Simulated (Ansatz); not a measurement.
Output of an Ansatz run (abridged):

```
WARN ansatz: RAYON_NUM_THREADS=1 ignored (pool sized by the plan → 1); use --threads N
Pseudopotentials: kind: paw
Pseudopotential: K, paw, valence charge 9
Pseudopotential: Hg, paw, valence charge 20
Pseudopotential: F, paw, valence charge 7
Crystal: 5 atoms, lattice volume = 92.117 Å³
Basis set: ecut = 420 eV, 1807 PW (Γ)
Bands: 30, of which v1, the nominal top of the filled ones, is band 25 counted from 1 (24 counted from 0)
Symmetry: 4 space group operations
Space group: Cmm2 (ITA 35), of the structure as read, at distance tolerance 4.5e-5 Å
k-points: 52 of 216 (time reversal used)
PAW frozen core: K, regenerated for the run's functional, and the local potential with it
PAW frozen core: Hg, regenerated for the run's functional, and the local potential with it
PAW frozen core: F, regenerated for the run's functional, and the local potential with it
Initial density: superposition of atomic densities (neutral atoms: chi_scale 0, normalization atom), corrected by the library's trained network
Initial wavefunctions: pseudopotential atomic-orbital guess
Eigensolver: davidson
Functional: x = slater, c = lda
SCF iter   1: F=—  HF=-17401.091906 eV  |F-HF|=—  |Δ(HF+E_count)|=         —  Δρ=1.76e-2  dr2=2.11e-1  ethr=1.77e-3  ⟨swp⟩=5.1  Hψ=5567  notcnv=0  defer=140
all-band conjugate gradients solve this SCF's bands
preconditioner: auto → Resta (q_TF=auto, 2.464 Å⁻¹)
SCF iter   2: F=—  HF=-17401.037831 eV  |F-HF|=—  |Δ(HF+E_count)|=   5.41e-2  Δρ=5.50e-3  dr2=1.10e-2  ethr=4.21e-4  ⟨swp⟩=2.2  Hψ=3124  notcnv=0  defer=144
SCF iter   3: F=—  HF=-17401.034877 eV  |F-HF|=—  |Δ(HF+E_count)|=   2.95e-3  Δρ=2.03e-3  dr2=2.49e-3  ethr=2.19e-5  ⟨swp⟩=2.3  Hψ=2288  notcnv=0  defer=150
SCF iter   4: F=—  HF=-17401.034191 eV  |F-HF|=—  |Δ(HF+E_count)|=   6.86e-4  Δρ=4.87e-4  dr2=2.10e-4  ethr=4.97e-6  ⟨swp⟩=1.5  Hψ=1581  notcnv=0  defer=147
SCF iter   5: F=—  HF=-17401.034160 eV  |F-HF|=—  |Δ(HF+E_count)|=   3.15e-5  Δρ=1.01e-4  dr2=1.19e-5  ethr=4.19e-7  ⟨swp⟩=2.8  Hψ=2581  notcnv=0  defer=55
SCF iter   6: F=—  HF=-17401.034169 eV  |F-HF|=—  |Δ(HF+E_count)|=   9.14e-6  Δρ=8.02e-5  dr2=4.27e-6  ethr=2.37e-8  ⟨swp⟩=2.1  Hψ=2531  notcnv=0  defer=54
SCF iter   7: F=—  HF=-17401.034168 eV  |F-HF|=—  |Δ(HF+E_count)|=   8.43e-7  Δρ=2.61e-5  dr2=5.47e-7  ethr=8.54e-9  ⟨swp⟩=2.0  Hψ=2519  notcnv=0  defer=54
SCF iter   8: F=-17401.034168 eV  HF=-17401.034168 eV  |F-HF|=1.46e-8  |Δ(HF+E_count)|=   1.01e-7  Δρ=5.79e-6  dr2=5.19e-8  ethr=2.00e-10  ⟨swp⟩=9.4  Hψ=7160  notcnv=0
SCF 1 converged in 8 iterations: F = -17401.034168 eV  dr2 = 5.19e-8
SCF converged after 8 iterations
Free energy (F): -17401.034168 eV
Harris-Foulkes:  -17401.034168 eV  (|F-HF|=1.46e-8)
Internal energy: -17401.034168 eV  (E = F + TS)
E sigma→0 (E₀):  -17401.034168 eV
Fermi energy:    4.223449 eV
--- Per-component energies (eV) ---
  E_band       = -735.570587
  E_kinetic    = 1467.278366
  E_local      = -6073.586266  (includes V_loc(G=0)·N_el)
  E_nonlocal   = 327.213500
  E_hartree    = 2471.856717
  E_xc         = -582.294495
  E_vxc        = -723.738399  (∫ρ·V_xc dr)
  E_paw        = -10959.649237  (= ΣΔE_a)
  E_vpaw       = -676.465000  (= ΣTr[D̂ρ^β])
  E_aug_tail   = 0.006989  (compensation charges beyond the density's cutoff)
  E_ewald      = -4053.033090
  E_core_change = 1.173348  (= ΣΔE_core)
  E_smearing   = -0.000000  (= −TS)
  E_closure    = 0.000000  (closes the sum)
  Σ components = -17401.034168   (vs F -17401.034168, Δ=0.00e0)
--- Forces (eV/Å), atoms counted from 1 ---
  atom   1  K      0.00000000     0.00000000     0.01410172
  atom   2  Hg     0.00000000     0.00000000     0.02991748
  atom   3  F     -0.00000000     0.00000000    -0.02616671
  atom   4  F     -0.00000000     0.00000000    -0.02616671
  atom   5  F      0.00000000     0.00000000     0.00829901
  max |Σ_I F_I| component: 1.52e-5 eV/Å
--- Stress (GPa, compression-positive) ---
       -3.245752       0.000000      -0.000000
        0.000000      -3.271514       0.000000
       -0.000000       0.000000      -3.158804
  P = ⅓ Tr σ = -3.2254 GPa (-32.254 kbar)
  The stress holds the Pulay correction. Without it, at fixed plane waves, as pw.x and ABINIT print it: P = -3.8125 GPa
--- Band table (eV; the first three rows and the last of 52) ---
  k-point 0: bands = ["-108.3448", "-56.7225", "-56.7220", "-56.7214", "-24.0065", "-17.1705", "-16.9022", "-16.8899", "-7.6586", "-7.6581", "-7.6574", "-0.2844", "-0.2836", "-0.2826", "-0.0630", "-0.0489", "-0.0457", "0.2684", "0.2717", "1.5429", [...]
  k-point 1: bands = ["-108.3448", "-56.7225", "-56.7220", "-56.7214", "-24.0056", "-17.1478", "-16.9030", "-16.8893", "-7.6624", "-7.6560", "-7.6556", "-1.1198", "-0.4358", "-0.4353", "-0.2812", "0.0101", "0.0132", "0.2691", "0.9506", "1.5249", [...]
  k-point 2: bands = ["-108.3448", "-56.7226", "-56.7220", "-56.7214", "-24.0037", "-17.1023", "-16.9041", "-16.8882", "-7.6724", "-7.6510", "-7.6506", "-2.0526", "-0.6378", "-0.6373", "-0.2782", "0.0502", "0.0534", "0.2704", "1.0297", "1.4693", [...]
  k-point 51: bands = ["-108.3448", "-56.7227", "-56.7222", "-56.7216", "-23.9973", "-16.9015", "-16.8840", "-16.8826", "-7.7119", "-7.7114", "-7.7112", "-2.4081", "-2.3870", "-2.2759", "-1.1238", "-1.1226", "-1.1142", "1.9178", "1.9187", "1.9222", [...]
```

The structure:

```xyz
5
Lattice="3.1924 -3.1985 0.0000 3.1924 3.1985 0.0000 0.0000 0.0000 4.5108" Properties=species:S:1:pos:R:3 pbc="T T T"
K      0.0000     0.0000     2.3054
Hg     3.1924     0.0000     0.0000
F      1.5962     1.5992     0.0000
F      1.5962    -1.5992     0.0000
F      3.1924     0.0000     2.2554
```

**Question.** Reconstruct the input of this run.

**Answer.** Other spellings and defaults could give the same log, and not every line can be read from it. The input that was run (DFT, LDA (PW92), plane waves, default PAW files made with PBE):

Ansatz 0.2 input:
```yaml
crystal:
  lattice:
    - [3.192359, -3.198471, 0.000000]
    - [3.192359, 3.198471, 0.000000]
    - [0.000000, 0.000000, 4.510817]
  atoms:
    - { symbol: K, position: [0.000000, 0.000000, 0.511084] }
    - { symbol: Hg, position: [0.500000, 0.500000, 0.000000] }
    - { symbol: F, position: [0.000000, 0.500000, 0.000000] }
    - { symbol: F, position: [0.500000, 0.000000, 0.000000] }
    - { symbol: F, position: [0.500000, 0.500000, 0.500000] }
basis:
  ecutwfc: 420.0 eV
kpoints:
  mp_grid:
    grid: [6, 6, 6]
hamiltonian:
  xc: lda
  pseudopotentials:
    kind: paw
scf:
  occupations:
    method: fixed
output:
  forces: true
  eigenvalues: true
  stress: true
```

The starting cell comes from a database of computed structures (which also holds hypothetical and non-ambient phases and stackings), without a prior relaxation at this level. Its lattice was rescaled by up to half a per cent. One atom was moved a little off its site on purpose. Spin-orbit coupling is off. With a pressure of about -3 GPa the cell is away from its equilibrium volume at this level. Ansatz's pressure includes its estimate of the finite-basis (Pulay) stress. Without the estimate this run gives -3.81 GPa.

Ansatz is a quantum-chemistry and plane-wave program.
